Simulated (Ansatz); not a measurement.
Checking a run of Ansatz (an electronic-structure program) on Co2CdSe4 (Fd-3m, 14 atoms in the cell). The aim is a self-consistent single point with DFT, PBE, plane waves, default PAW files.

Cell that was meant: a = 7.4408 Å, b = 7.4408 Å, c = 7.4408 Å, α = 60.00°, β = 60.00°, γ = 60.00°.

Part of the input:

Ansatz 0.2 input:
```yaml
    - { symbol: Se, position: [0.337800, 0.887400, 0.887400] }
    - { symbol: Se, position: [0.887400, 0.337800, 0.887400] }
    - { symbol: Se, position: [0.887400, 0.887400, 0.337800] }
basis:
  ecutwfc: 145.0
kpoints:
  mp_grid: { grid: [2, 2, 2] }
hamiltonian:
```

Output (repeated stretches shortened):

```
   [... lines left out ...]
Magnetic group: BNS 227.128 (UNI 1630), of the structure as read, at distance tolerance 6.6e-5 Å
k-points: 3 of 8
Initial density: superposition of atomic densities (chi_scale 0.1, normalization cell, long waves kept (reshape's long-wave potential 0.11 eV rms))
Starting moments: Σ|m| = 12 μB on 4 of 14 sites
Initial wavefunctions: pseudopotential atomic-orbital guess
Eigensolver: davidson
Functional: x = pbe(κ = 0.804, μ = 0.2195149727645171), c = pbe(β = 0.06672455060314922)
SCF iter   1: F=—  HF=-80213.216945 eV  |F-HF|=—  |Δ(HF+E_count)|=         —  Δρ=4.33e-1 (↑4.33e-1 ↓2.34e-1)  dr2=6.40e2  dr2_m=3.31e1  M=4.341 μB ∫|m|=5.843 μB  β_m=0.30  ethr=3.10e-3  ⟨swp⟩=5.3  Hψ=2921  notcnv=0  defer=2
Mixer restart at iter 1: flushing history
all-band conjugate gradients solve this SCF's bands
preconditioner: auto → Kerker (q_TF=auto, 2.634 Å⁻¹)
   [... lines left out ...]
SCF iter  21: F=—  HF=-79924.967992 eV  |F-HF|=—  |Δ(HF+E_count)|=   6.33e-9  S|Δr|=    0.00e0  Δρ=3.97e-6 (↑2.40e-6 ↓3.97e-6)  dr2=1.14e-7  dr2_m=1.66e-9  M=0.000 μB ∫|m|=0.000 μB  β_m=1.00  ethr=1.13e-10  ⟨swp⟩=1.0  Hψ=760  notcnv=0
SCF iter  22: F=-79924.967992 eV  HF=-79924.967992 eV  |F-HF|=5.24e-10  |Δ(HF+E_count)|=   6.93e-9  S|Δr|=    0.00e0  Δρ=3.61e-7 (↑1.93e-7 ↓3.61e-7)  dr2=7.76e-10  dr2_m=2.01e-11  M=-0.000 μB ∫|m|=0.000 μB  ethr=4.24e-11  ⟨swp⟩=2.0  Hψ=1588  notcnv=0
SCF 1 converged in 22 iterations: F = -79924.967992 eV  dr2 = 7.76e-10
WARN: the starting moments were not kept: the SCF closed with an absolute magnetisation of 2.1e-5 μB, where they sum to 12 μB in size (4 sites) …
   [... lines left out ...]
Absolute magnetization: 0.0000 μB (∫|ρ↑−ρ↓|, with the PAW one-centre terms)
Free energy (F): -79924.967992 eV
Fermi energy:    8.985048 eV
   [... lines left out ...]
  atom  14  Se    -1.47627717    -1.47627717     1.47627717
--- Stress (GPa, compression-positive) ---
       -5.089460      -0.000000      -0.000000
       -0.000000      -5.089460       0.000000
        0.000000       0.000000      -5.089460
  P = ⅓ Tr σ = -5.0895 GPa (-50.895 kbar)
  The stress holds the Pulay correction. Without it, at fixed plane waves, as pw.x and ABINIT print it: P = -1481.4485 GPa
```

Question: Is this run sound? If not, what is wrong?

Answer: The run is not sound. The fault is a basis or grid far too coarse for these potentials. Far below the cutoff that the potentials were made for, the basis cannot represent the orbitals near the nuclei, and energies, forces and above all the stress go wrong. To fix it, restore the cutoff that the potentials need and check convergence. The run converged in 22 iterations without an error; against the sound input the free energy rises by 60.3 eV/atom, the pressure goes from -2.79 to -5.09 GPa and the largest force goes from 2.394 to 2.557 eV/Å. At a fixed set of plane waves, without the program's Pulay estimate, the pressure is -1481.45 GPa against -2.83 GPa.

An input that runs soundly differs in these lines (not the only fix; some lines may just follow from the change or write a value another way):
```diff
-basis:
-  ecutwfc: 145.0
```

With that input, the run converged in 22 iterations: free energy E − TS (on the zero of these files) -80769.1333 eV; pressure -2.79 GPa; largest force (vector length) 2.394 eV/Å; size of the cell's spin moment 0.00 μB (DFT, PBE, plane waves, default PAW files).

On the sound input: the starting cell was generated: these elements placed on a structure prototype, without a prior relaxation; it need not be a known phase or ordering of this composition. Its lattice was rescaled by a random factor within 2.5 % of one. The starting moments vanished: the run ended non-magnetic, which need not be the lowest state. The program warned that a starting moment was not kept. Forces in this geometry exceed 1 eV/Å. Ansatz's pressure includes its estimate of the finite-basis (Pulay) stress.
